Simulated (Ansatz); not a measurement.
## SrTiO3: pressure series

Consider SrTiO$_{3}$ in the cubic perovskite structure (space group Pm-3m, No. 221).

```xyz
5
Lattice="3.9365 0.0000 0.0000 0.0000 3.9365 0.0000 0.0000 0.0000 3.9365" Properties=species:S:1:pos:R:3 pbc="T T T"
Sr     0.0000     0.0000     0.0000
Ti     1.9682     1.9682     1.9682
O      0.0000     1.9682     1.9682
O      1.9682     1.9682     0.0000
O      1.9682     0.0000     1.9682
```

Cell and atoms are relaxed at each pressure.

The values are results of PBE (Ansatz, an electronic-structure program, PAW, no spin-orbit coupling), earlier PAW set, not measurements.

| pressure (GPa) | volume per atom (Å³/atom) |
|---|---|
| -2 | 12.348 |
| -1 | 12.273 |
| 0 | 12.200 |
| 0.3 | 12.180 |
| 0.7 | 12.152 |
| 1.5 | ? |
| 5 | 11.869 |
| 10 | 11.579 |

Problem. Fit the third-order Birch–Murnaghan form P(V) = (3B₀/2)[(V₀/V)^(7/3) − (V₀/V)^(5/3)]·[1 + (3/4)(B₀′ − 4)((V₀/V)^(2/3) − 1)] (squares taken in P) to the rows shown and predict the withheld row.

Solution. Least squares on the printed values gives V₀ = 12.201 Å³/atom, B₀ = 171 GPa, B₀′ = 4.2; this predicts 12.096 Å³/atom, and the run gives 12.097 Å³/atom, in agreement.

Measured bulk modulus of SrTiO3: 172.1 GPa (room temperature; as listed in Mael Guennou et al., Physical Review B (2010)); the computed value is for a static lattice, so the two differ by thermal effects too.

Load acts through the strain it causes; cell and atoms are relaxed under it. No phonon test of stability was made. No other phases were tried under pressure. The final runs are not spin-polarised. Many cubic perovskites are stable only at high temperature; tilts and polar distortions were not tested.
